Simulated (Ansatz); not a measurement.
Bond-angle distributions (per cent of the angles at each element, bins of 10°) of a relaxed model of amorphous Al4P12O36 at 2.28 g/cm³. These are PBE, scalar-relativistic without spin-orbit coupling (plane waves to 420 eV, PAW; Ansatz, a quantum-chemistry and plane-wave program) values and carry that method's errors.

The cell was made by melting and quenching with the CHGNet potential and then relaxed with DFT. O atoms were pushed apart under 1.9 Å during the dynamics, to hinder bonds among them. The hot cell started wider than the set density and was brought back towards it in steps. It is the lowest in DFT energy of 2 quenches. It is a model cell: composition and starting density were chosen by hand, and all elements were melted together. No dispersion term was used. Its density started from a set value of 2.46 and ended at 2.28 g/cm³. The simulated quench (nominally 260 K/ps over its main leg) is rapid and tends to freeze in more defects than a deposited or slowly cooled glass has. Values belong to this one cell and scatter from quench to quench. Volume and shape were free in the relaxation. Stress components on the final sampling reach 1.0 GPa. Cycles of charging lowered its energy after that relaxation.

Bonds are counted up to Al-Al 2.66 Å, Al-P 2.51 Å, Al-O 2.24 Å, P-P 2.50 Å, P-O 1.94 Å, O-O 1.58 Å. Two cations that share two anions don't count as bonded, nor two that share one unless they lie closer than Al-Al 2.59 Å, Al-P 2.44 Å, P-P 2.29 Å.

| angle (°) | at Al | at P | at O |
|---|---|---|---|
| 50-60 | 0 | 0 | 0 |
| 60-70 | 0 | 0 | 0 |
| 70-80 | 0 | 0 | 0 |
| 80-90 | 38 | 0 | 0 |
| 90-100 | 29 | 10 | 0 |
| 100-110 | 9 | 44 | 3 |
| 110-120 | 2 | 40 | 15 |
| 120-130 | 2 | 6 | 24 |
| 130-140 | 2 | 0 | 35 |
| 140-150 | 2 | 0 | 9 |
| 150-160 | 2 | 0 | 6 |
| 160-170 | 2 | 0 | 6 |
| 170-180 | 11 | 0 | 3 |

They go with these counts of neighbours within the cut-offs, cation contacts included: Al mean 5.2, most often 5; P mean 4.0, most often 4; O mean 1.9, most often 2.
